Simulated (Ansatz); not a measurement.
Input and output of a self-consistent single point for Zn3Hg (Amm2, 4 atoms in the cell) (Ansatz, an electronic-structure program).

Method of the run: LDA (PW92), default PAW files made with PBE (plane waves; Ansatz).

```yaml
crystal:
  lattice:
    - [10.47985, 0.00000, 0.00000]
    - [0.00000, 1.43677, 2.47639]
    - [0.00000, -1.43677, 2.47639]
  atoms:
    - { symbol: Zn, position: [0.00000, 0.66453, 0.66453] }
    - { symbol: Zn, position: [0.21033, 0.34249, 0.34249] }
    - { symbol: Zn, position: [0.78967, 0.34249, 0.34249] }
    - { symbol: Hg, position: [0.50000, 0.65049, 0.65049] }
```

Reference input (self-consistent single point, DFT, LDA (PW92), plane waves, default PAW files made with PBE): kpoints.mp_grid.grid = 3 11 11; kpoints.mp_grid.shift = 0.5 0.5 0.5; hamiltonian.xc = lda; hamiltonian.pseudopotentials = {kind: paw} (the program's default PAW files); scf.occupations.method = fermi_dirac; scf.occupations.width = 0.05 eV. This run's input differs from it in these lines:

Ansatz 0.2 input:
```diff
@@ -12,3 +12,3 @@
 kpoints:
-  mp_grid: { grid: [3, 11, 11], shift: [0.5, 0.5, 0.5] }
+  mp_grid: { grid: [8, 32, 32], shift: [0.5, 0.5, 0.5] }
 hamiltonian:
```

Log, with long lists cut:

```
SCF iter   1: F=—  HF=-23260.364529 eV  |F-HF|=—  |Δ(HF+E_count)|=         —  Δρ=5.08e-3  dr2=3.78e-2  ethr=1.77e-3  ⟨swp⟩=6.7  Hψ=150399  notcnv=0  defer=59
all-band conjugate gradients solve this SCF's bands
preconditioner: auto → Kerker (q_TF=auto, 2.601 Å⁻¹)
SCF iter   2: F=—  HF=-23260.362640 eV  |F-HF|=—  |Δ(HF+E_count)|=   1.89e-3  Δρ=2.20e-3  dr2=1.88e-2  ethr=6.76e-5  ⟨swp⟩=2.7  Hψ=69306  notcnv=0  defer=338
   [... lines left out ...]
SCF iter   6: F=—  HF=-23260.359974 eV  |F-HF|=—  |Δ(HF+E_count)|=   1.22e-5  Δρ=1.77e-4  dr2=1.56e-5  ethr=1.27e-7  ⟨swp⟩=2.0  Hψ=57313  notcnv=0  defer=397
SCF iter   7: F=—  HF=-23260.359965 eV  |F-HF|=—  |Δ(HF+E_count)|=   9.33e-6  Δρ=4.65e-5  dr2=1.24e-6  ethr=2.78e-8  ⟨swp⟩=2.0  Hψ=60908  notcnv=0  defer=411
SCF iter   8: F=—  HF=-23260.359964 eV  |F-HF|=—  |Δ(HF+E_count)|=   3.73e-7  Δρ=1.73e-5  dr2=3.00e-7  ethr=2.21e-9  ⟨swp⟩=2.0  Hψ=56018  notcnv=0  defer=418
SCF iter   9: F=-23260.359964 eV  HF=-23260.359964 eV  |F-HF|=1.89e-10  |Δ(HF+E_count)|=   4.46e-8  Δρ=3.27e-6  dr2=7.91e-9  ethr=1.79e-10  ⟨swp⟩=7.3  Hψ=161713  notcnv=0
SCF 1 converged in 9 iterations: F = -23260.359964 eV  dr2 = 7.91e-9
Free energy (F): -23260.359964 eV
Internal energy: -23260.349344 eV  (E = F + TS)
E sigma→0 (E₀):  -23260.354654 eV
Entropy (-TS):   -0.010620 eV (-2.655 meV/atom)
Fermi energy:    10.894820 eV
--- Forces (eV/Å), atoms counted from 1 ---
  atom   1  Zn    -0.00000000     0.00000000     0.03080492
  atom   2  Zn    -0.04836513    -0.00000000    -0.01135843
  atom   3  Zn     0.04836513    -0.00000000    -0.01135843
  atom   4  Hg    -0.00000000     0.00000000    -0.00808057
--- Stress (GPa, compression-positive) ---
       -6.413934      -0.000000      -0.000000
       -0.000000      -7.985980       0.000000
       -0.000000       0.000000      -8.413815
  P = ⅓ Tr σ = -7.6046 GPa (-76.046 kbar)
  The stress holds the Pulay correction. Without it, at fixed plane waves, as pw.x and ABINIT print it: P = -7.6531 GPa
```

The run converged in 9 iterations. Against the reference run the free energy hardly moves (within 1 meV/atom), the pressure stays near -7.60 GPa while the yy stress (positive for compression) goes from -7.65 to -7.99 GPa and the largest force goes from 0.033 to 0.050 eV/Å.

The starting cell comes from a database of computed structures (which also holds hypothetical and non-ambient phases and stackings), without a prior relaxation at this level. With a pressure of about -8 GPa the cell is away from its equilibrium volume at this level. Ansatz's pressure includes its estimate of the finite-basis (Pulay) stress.

Cost on one core of a shared machine: roughly 5 min.
